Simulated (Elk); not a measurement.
Band structure of BaMg₆W (P4/mmm, 8 atoms in the cell).

```
BaMg6W
1.0
    6.66290     0.00000     0.00000
    0.00000     6.66290     0.00000
    0.00000     0.00000     4.35240
Ba Mg W
1 6 1
Direct
  0.00000   0.00000   0.50000
  0.00000   0.50000   0.50000
  0.50000   0.00000   0.50000
  0.71138   0.28862   0.00000
  0.28862   0.71138   0.00000
  0.71138   0.71138   0.00000
  0.28862   0.28862   0.00000
  0.50000   0.50000   0.50000
```

Method of the run: LDA (PW92), all-electron FP-LAPW, Elk's shipped species files, APW+lo basis with extra local orbitals (Elk).

Settings: xctype = 3; rgkmax = 7.5; stype = 3; swidth = 0.00367493 Ha; ngridk = 3 3 5; gmaxvr = 18 1/bohr; lmaxapw = 10; lmaxo = 8; nxlo = 2; lorbcnd = true; lradstp = 2; nrmtscf = 2; lmaxi = 4.

The starting cell comes from a database of computed structures (which also holds hypothetical and non-ambient phases and stackings), without a prior relaxation at this level. Its lattice was rescaled by a random factor within 2.5 % of one. Spin-orbit coupling is off. Spin polarisation is off. Values depend on the basis (sphere radii, cutoffs, local orbitals), which need not be converged.

Levels in eV from the Fermi level, bands 51 to 58:
| point | 51 | 52 | 53 | 54 | 55 | 56 | 57 | 58 |
|---|---|---|---|---|---|---|---|---|
| Γ | -0.78 | -0.26 | -0.26 | 0.66 | 0.95 | 0.95 | 1.23 | 1.35 |
| X | -1.10 | -0.37 | -0.23 | 0.32 | 0.51 | 1.14 | 1.15 | 2.08 |
| M | -0.42 | -0.42 | -0.16 | 0.16 | 1.65 | 2.02 | 2.18 | 2.18 |
| Z | -0.74 | -0.30 | -0.30 | -0.25 | -0.25 | -0.15 | 0.16 | 1.11 |
| R | -0.99 | -0.92 | -0.67 | -0.54 | 0.10 | 0.41 | 0.56 | 1.21 |
| A | -1.44 | -0.60 | -0.42 | -0.20 | -0.20 | 0.57 | 1.05 | 1.42 |

Bands cross the Fermi level along this path, so the cell is metallic at this level.
